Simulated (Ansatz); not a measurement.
Band-edge transport in semiconductors and insulators: BP (F-43m) under several functionals (Ansatz, a program for electronic structure, with spin-orbit coupling). The PBE cell:

BP is modelled in the cubic space group F-43m (No. 216), the zinc blende structure, Pearson symbol cF8. Conventional cell: a = b = c = 4.5482 Å, α = β = γ = 90.00°. B on 4a is surrounded by 4 P at 1.969 Å (tetrahedral). P on 4d is coordinated by 4 B at 1.969 Å (tetrahedral). (Neighbours: up to the widest gap in distance over summed covalent radii, below 1.35, at either atom.)
(The calculation used a cell of 2 atoms; values per cell refer to that cell.)

```
Functional  cell relaxed with  volume (Å³/atom)  band gap  electron conductivity mass  hole conductivity mass  Seebeck coefficient, n-type 1e19 cm⁻³
----------  -----------------  ----------------  --------  --------------------------  ----------------------  -------------------------------------
PBE                       PBE             11.76   1.24 eV                     0.33 mₑ                 0.42 mₑ                              -337 μV/K
PBEsol                 PBEsol             11.54   1.10 eV                     0.33 mₑ                 0.42 mₑ                              -336 μV/K
r2SCAN                 r2SCAN             11.67       [?]                         [?]                     [?]                                    [?]
```

Task: Given the cheaper levels, estimate the r2SCAN row.

Result: 
- r2SCAN, band gap: 1.40 eV
- r2SCAN, electron conductivity mass: 0.32 mₑ
- r2SCAN, hole conductivity mass: 0.40 mₑ
- r2SCAN, Seebeck coefficient, n-type 1e19 cm⁻³: -336 μV/K

For the band gap, PBE gives 1.24 eV and r2SCAN 1.40 eV: PBE lies 12 % below.

Masses are for dilute carriers at 300 K, harmonic means over directions unless an axis is named. Seebeck coefficients are for the stated density at 300 K, with one relaxation time for all states and whether or not that doping can be reached.
